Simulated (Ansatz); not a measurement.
Results of r²SCAN (plane waves, PAW; Ansatz, a program for electronic structure) for In2Si2O7 (C2/m, No. 12, 11 atoms in the cell; start COD 8101227).

Numerical settings: plane-wave cutoff 560 eV, 8×8×8 k mesh, Fermi–Dirac smearing 0.01 eV, scalar-relativistic PAW data made under PBE.

Cell (relaxed at this level):

```
CELL_PARAMETERS angstrom
      3.32523    -4.31667     0.00448
      3.32523     4.31667     0.00448
     -1.05172     0.00000     4.59186
ATOMIC_POSITIONS crystal
  In 0.30774 0.69226 0.00000
  In 0.69226 0.30774 0.00000
  Si 0.77991 0.77991 0.58988
  Si 0.22009 0.22009 0.41012
  O  0.39066 0.07910 0.21864
  O  0.60934 0.92090 0.78136
  O  0.92090 0.60934 0.78136
  O  0.07910 0.39066 0.21864
  O  0.61037 0.61037 0.28282
  O  0.38963 0.38963 0.71718
  O  0.00000 0.00000 0.50000
```

### Question
What does this level give for the band gap?

### Answer

* **band gap**: 3.63 eV (on the SCF k mesh)

Note: the relaxation could not lower the start's symmetry, so the cell can be a saddle point above a distorted one.

Spin–orbit coupling is not included.

The computed numbers hold no vibrational or temperature effects.
